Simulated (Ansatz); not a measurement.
GaN under load (space group P6_3mc), PBE with spin-orbit coupling, rigid bands (Ansatz, a first-principles code). Condition of this run: uniaxial stress along c of -4 GPa (compression positive) (the target of the relaxation). Band gap 1.83 eV, N_c = 1.82e18 cm⁻³ and N_v = 7.76e19 cm⁻³ at 300 K, conductivity masses along z (a = (3.18, 0.00, 0.00) Å; b = (-1.59, 2.75, 0.00) Å; c = (0.00, 0.00, 5.25) Å) of 0.162 mₑ (electrons) and 2.06 mₑ (holes). Take k_BT = 0.02585 eV.

### Question
What thermal injection velocity √(2k_BT/πm) limits a ballistic channel along the direction named?

### Answer
1.34e7 cm/s for electrons and 3.75e6 cm/s for holes, a ratio of √(m_h/m_e) = 3.57, for dilute carriers.

### Question
Find the intrinsic carrier density and the intrinsic Fermi level.

### Answer
n_i = √(N_c N_v) exp(−E_g/2k_BT) = 1.19e19 × exp(−35.39) = 5.1e3 cm⁻³. The level lies (k_BT/2) ln(N_v/N_c) = 49 meV from mid-gap (positive towards the conduction band). Each 0.1 eV added to the gap lowers n_i by a factor of 6.9.

### Question
A film of it is 3 nm thick, with its normal along the direction named. Estimate the confinement energies in an infinite well.

### Answer
ħ²π²/(2m t²) = 0.376 eV·nm²/(m/mₑ × t²) gives 258 meV for electrons and 20.3 meV for holes, so the gap would widen to about 2.11 eV. Finite barriers and nonparabolic bands lower this, and with several valleys or bands the heaviest mass along the normal sets the lowest level, not this average.

Rigid bands with the computed gap; masses take one relaxation time for all states. Geometry: cell and atoms relaxed with PBEsol.
